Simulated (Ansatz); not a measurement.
An Ansatz (an electronic-structure program) run: Ge with a change (biaxial strain −2.08 %, plane normal [111], relaxed out of plane); r2SCAN (Ansatz), no spin-orbit coupling.

Input:

Ansatz 0.2 input:
```yaml
crystal:
  lattice:
    - [3.9290677409, 0, 0]
    - [1.9645338705, 3.4026724769, 0]
    - [1.9645338705, -1.134224159, 3.3102883054]
  atoms:
    - { symbol: Ge, position: [0, 0, 0] }
    - { symbol: Ge, position: [0.5, 0.25, 0.75] }
basis: { ecutwfc: 500, ecutrho_ratio: 4, xc_grid: 4, fft_grid_basis: typed }
kpoints: { mp_grid: { grid: [10, 10, 10] } }
hamiltonian:
  xc: r2scan
  dispersion: none
  pseudopotentials: { kind: paw }
scf: { occupations: { method: fermi_dirac, width: 0.05 } }
relax: { f_tol: 0.005, max_steps: 50, cell: { stress_tol: 0.01, fix: [a, b, gamma] } }
output: { forces: true, stress: true }
checkpoint: { write: state.ck, write_every: 1000 }
```

Output (explanatory and most iteration lines left out):

```
Relaxation: its limit of steps is 50 (relax.max_steps)
Pseudopotential: Ge, paw, valence charge 14
Crystal: 2 atoms, lattice volume = 44.256 Å³
Basis set: ecut = 500 eV, 1123 PW (Γ), exchange–correlation on 120×120×120 points (64 copies of the dense FFT grid, shifted against one another)
Bands: 18, of which v1, the nominal top of the filled ones, is band 14 counted from 1 (13 counted from 0)
Symmetry: 12 space group operations
Space group: R-3m (ITA 166), of the structure as read, at distance tolerance 3.5e-5 Å
k-points: 116 of 1000
Functional: x = r2scan, c = r2scan; τ floored in thin density (d = 2e-4 eV/Å³)
SCF iter   1: F=—  HF=-8605.773475 eV  |F-HF|=—  |Δ(HF+E_count)|=         —  Δρ=6.58e-3  dr2=6.27e-3  dr2_τ=5.04e-3  ethr=1.77e-3  ⟨swp⟩=6.0  Hψ=9993  notcnv=0
SCF iter   2: F=—  HF=-8605.784295 eV  |F-HF|=—  |Δ(HF+E_count)|=   1.08e-2  Δρ=1.39e-3  dr2=4.75e-4  dr2_τ=2.53e-5  ethr=2.24e-5  ⟨swp⟩=2.0  Hψ=5104  notcnv=0
SCF 1 converged in 6 iterations: F = -8605.784294 eV  dr2 = 1.15e-9
relax step   1: F+E_penalty+E_count = -8605.78429412 eV  Δ(F+E_penalty+E_count) = +0.000e0 eV  max|allowed force component| = 2.994e-1 eV/Å  Δτ_max = 0.0000 Å  P = +2.570 GPa  Ω = 44.256 Å³  fix = [a, b, gamma]  reactions: a +4.496, b +4.496 GPa  (6 SCF iters, dr2 threshold 1.00e-7 eV, accepted)
[... steps on the carried basis left out ...]
relax step   4: F+E_penalty+E_count = -8605.78848345 eV  Δ(F+E_penalty+E_count) = +1.960e-6 eV  max|allowed force component| = 6.076e-5 eV/Å  Δτ_max = 0.0000 Å  P = +2.722 GPa  Ω = 44.119 Å³  energy of the carried Pulay correction = +4.416e-5 eV  fix = [a, b, gamma]  reactions: a +4.084, b +4.084 GPa  (3 SCF iters, dr2 threshold 4.39e-9 eV, accepted)
Crystal: 2 atoms, lattice volume = 44.119 Å³
SCF iter   1: F=—  HF=-8605.788440 eV  |F-HF|=—  |Δ(HF+E_count)|=         —  Δρ=4.06e-6  dr2=1.94e-9  dr2_τ=4.98e-9  ethr=1.57e-7  ⟨swp⟩=2.5  Hψ=14650  notcnv=0
SCF iter   2: F=—  HF=-8605.788442 eV  |F-HF|=—  |Δ(HF+E_count)|=   1.61e-6  Δρ=1.85e-6  dr2=2.76e-10  dr2_τ=5.36e-11  ethr=6.93e-12  ⟨swp⟩=3.5  Hψ=5278  notcnv=0
SCF 5 converged in 5 iterations: F = -8605.788442 eV  dr2 = 1.15e-13
SCF converged after 5 iterations
Free energy (F): -8605.788442 eV
Internal energy: -8605.788357 eV  (E = F + TS)
E sigma→0 (E₀):  -8605.788400 eV
Entropy (-TS):   -0.000085 eV (-0.042 meV/atom)
Fermi energy:    8.978681 eV
--- Forces (eV/Å), atoms counted from 1 ---
  atom   1  Ge     0.00000000    -0.00000000     0.00005588
  atom   2  Ge    -0.00000000     0.00000000    -0.00005588
--- Stress (GPa, compression-positive) ---
        4.083601       0.000000      -0.000000
        0.000000       4.083601       0.000000
       -0.000000       0.000000      -0.001910
  P = ⅓ Tr σ = 2.7218 GPa (27.218 kbar)
--- Relaxed structure (4 steps of the walk, 4 accepted, 1 SCFs on fresh bases) ---
  cell:  # Å, volume = 44.1189 Å³
    - [3.9290677409523456, -2.8867533013601606e-11, -3.9564230478719576e-11]
    - [1.9645338705011728, 3.4026724768402334, -2.650283886645673e-12]
    - [1.9645338705010693, -1.1342241589826045, 3.3000067075278645]
  atoms:
    - { symbol: Ge, position: [-0.0023762230418179083, 0.001188111520908954, 0.0035643345627268614] }
    - { symbol: Ge, position: [0.5023762230418181, 0.248811888479091, 0.7464356654372731] }
```

No phonon test of stability was made. The cell was made from Ge in the diamond structure (space group Fd-3m, No. 227) by this change: biaxial strain −2.08 %, plane normal [111], relaxed out of plane.
